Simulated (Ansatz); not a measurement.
Hypothetical cubic perovskite RbGeF3: response to strain

Consider RbGeF3 in the cubic perovskite structure (space group Pm-3m, No. 221; a hypothetical phase, not in the database extracts checked).

```
CELL_PARAMETERS angstrom
      4.49084     0.00000     0.00000
      0.00000     4.49084     0.00000
      0.00000     0.00000     4.49084
ATOMIC_POSITIONS crystal
  Rb 0.00000 0.00000 0.00000
  Ge 0.50000 0.50000 0.50000
  F  0.00000 0.50000 0.50000
  F  0.50000 0.50000 0.00000
  F  0.50000 0.00000 0.50000
```

Cartesian axes are those of the cell as printed.

Strains are applied to the cell and any free atomic positions relax; under biaxial strain the out-of-plane vector relaxes too; under stress the whole cell relaxes.

Levels (all Ansatz, a quantum-chemistry and plane-wave program, PAW): PBE (420 eV, scalar-relativistic without spin-orbit coupling); r2SCAN (500 eV, scalar-relativistic without spin-orbit coupling).

The base cell above is that of PBE; each level relaxes its own structures.

```json
[
 {"case": "biaxial strain −2.24 %, plane normal [111], relaxed out of plane", "shift of the gap caused by the change, PBE": "-0.18 eV", "shift of the gap caused by the change, r2SCAN": "-0.20 eV"},
 {"case": "uniaxial strain ε_xx = −2.99 %", "shift of the gap caused by the change, PBE": "-0.22 eV", "shift of the gap caused by the change, r2SCAN": "___"},
 {"case": "uniaxial strain ε_xx = −0.53 %", "shift of the gap caused by the change, PBE": "-0.04 eV", "shift of the gap caused by the change, r2SCAN": "___"},
 {"case": "uniaxial strain ε_zz = +3.58 %", "shift of the gap caused by the change, PBE": "-0.03 eV", "shift of the gap caused by the change, r2SCAN": "-0.03 eV"},
 {"case": "uniaxial stress, 2 GPa compression along z", "shift of the gap caused by the change, PBE": "-0.14 eV", "shift of the gap caused by the change, r2SCAN": "___"},
 {"case": "tensor shear ε_xy = +0.81 %", "shift of the gap caused by the change, PBE": "-0.05 eV", "shift of the gap caused by the change, r2SCAN": "___"},
 {"case": "tensor shear ε_yz = −3.58 %", "shift of the gap caused by the change, PBE": "-0.21 eV", "shift of the gap caused by the change, r2SCAN": "-0.25 eV"},
 {"case": "tensor shear ε_yz = +0.50 %", "shift of the gap caused by the change, PBE": "-0.03 eV", "shift of the gap caused by the change, r2SCAN": "-0.04 eV"}
]
```

Task: What belongs in the blanks?

Result: 
- uniaxial strain ε_xx = −2.99 %, shift of the gap caused by the change, r2SCAN: -0.26 eV
- uniaxial strain ε_xx = −0.53 %, shift of the gap caused by the change, r2SCAN: -0.04 eV
- uniaxial stress, 2 GPa compression along z, shift of the gap caused by the change, r2SCAN: -0.14 eV
- tensor shear ε_xy = +0.81 %, shift of the gap caused by the change, r2SCAN: -0.06 eV

The two levels differ by at most about 0.04 eV. Near ties aside, they put the cases in the same order.

Stability under load was not tested beyond the relaxation. Many cubic perovskites are stable only at high temperature; tilts and polar distortions were not tested.
